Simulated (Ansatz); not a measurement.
Where the default PAW files enter, the runs use the earlier of Ansatz's two default sets.

The decay constant κ of evanescent states in the gap governs leakage through a thin film.

Data:

```
C
1.0
    2.45323     0.00000     0.00000
    0.00000     4.08559     0.00000
    1.22662     0.00000     2.12456
C
4
Direct
  0.33333   0.93719   0.33333
  0.66667   0.06281   0.66667
  0.66667   0.43719   0.66667
  0.33333   0.56281   0.33333
```

Space group of this cell: P6_3/mmc. The cell is strained (all lengths scaled by 0.98); by r2SCAN its mean pressure is 30.4 GPa.

Transport runs along the normal of the first two printed cell vectors, the (100) plane of the conventional cell.

The gap is the functional's own, uncorrected, and κ follows it; spin-orbit coupling is left out. Mid-gap values are interpolated between the computed energies.

Problem. Compute, with r2SCAN in Ansatz (a program for electronic structure), the band gap and the smallest decay constant κ at mid-gap.

Solution. Gap 3.51 eV on a 14×8×14 mesh; κ = 0.308 1/Å, at the zone centre.
